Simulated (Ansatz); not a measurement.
Start from C in the diamond structure (space group Fd-3m, No. 227; a = 3.532 Å). Axes: x, y, z lie along the cube axes.

Method: plane-wave PAW DFT at the LDA level (Ansatz, a quantum-chemistry and plane-wave program, 420 eV), no spin-orbit coupling.

One thing is altered: every lattice vector is stretched by 2.00 %; the atoms relax in the strained cell.

Problem. Predict the stress tensor and what it implies for the stiffness.

Solution. Stress of the strained cell less that of the base (GPa, compression positive):
```
 -24.89    0.00    0.00
   0.00  -24.89    0.00
   0.00    0.00  -24.89
```

Then B = −ΔP/(ΔV/V₀) with ΔV/V₀ = 0.0612 gives secant stiffness values (nonlinear terms included at this strain): B ≈ 407 GPa.

As a check, the harmonic strain energy −½ V₀ Δσ:ε is 26 meV/atom; the computed energy rise is 27 meV/atom.

Whether these cells are dynamically stable was not tested.
